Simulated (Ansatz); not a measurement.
## MgTe (model structure, started from the PtS type, P4₂/mmc, No. 131, 4 atoms in the cell)

These are PBEsol (plane waves, PAW; Ansatz, a quantum-chemistry and plane-wave program) values and carry that method's errors.

Run with plane-wave cutoff 500 eV, 10×10×6 k mesh (along the axes of the cell as run), Fermi–Dirac smearing 0.05 eV, scalar-relativistic PAW data made under PBE.

Cell (relaxed at this level):

```yaml
crystal:
  lattice:
    - [4.20423, 0.00000, 0.00000]
    - [0.00000, 4.20423, 0.00000]
    - [0.00000, 0.00000, 7.75354]
  atoms:
    - { symbol: Mg, position: [0.00000, 0.50000, 0.00000] }
    - { symbol: Mg, position: [0.50000, 0.00000, 0.50000] }
    - { symbol: Te, position: [0.00000, 0.00000, 0.25000] }
    - { symbol: Te, position: [0.00000, 0.00000, 0.75000] }
```

For MgTe (model structure, started from the PtS type, P4₂/mmc, No. 131, 4 atoms in the cell), the band gap is 0.07 eV (under three smearing widths, so not firm).

Note: the relaxation could raise the start's symmetry but not lower it, so the cell can be a saddle point.

Spin–orbit coupling is not included; with these elements it can move the gap by several tenths of an eV or more.

Computed values are for the static lattice.

It cost around 90 core-seconds (rough) of CPU time.

A model structure was made by putting elements into a prototype or built by hand; it is no filed structure, need not be a known phase, and can be a saddle point held by its symmetry.
